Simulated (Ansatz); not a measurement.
Base system: WC (space group P-6m2, No. 187; a = 2.899 Å, c = 2.827 Å; relaxed with 0.1 eV smearing). Axes: x lies along a and z along c of the hexagonal cell.

All numbers come from DFT with PBEsol, PAW potentials and a 420 eV plane-wave cutoff in Ansatz (a program for electronic structure), no spin-orbit coupling.

One thing is altered: the cell is stretched by 3.00 % along x with no lateral relaxation, atoms relaxed at fixed cell.

Predict the stress tensor and what it implies for the stiffness.

Stress of the strained cell less that of the base (GPa, compression positive):
```
  -19.8     0.0     0.0
    0.0    -6.8     0.0
    0.0     0.0    -5.2
```

Then −Δσ_ii/ε with ε = 0.0300 gives secant stiffness values (nonlinear terms included at this strain): C11 ≈ 661 GPa, C12 ≈ 228 GPa and C13 ≈ 173 GPa.

As a check, the harmonic strain energy −½ V₀ Δσ:ε is 19 meV/atom; the computed energy rise is 20 meV/atom.

Whether these cells are dynamically stable was not tested. The final runs are not spin-polarised.
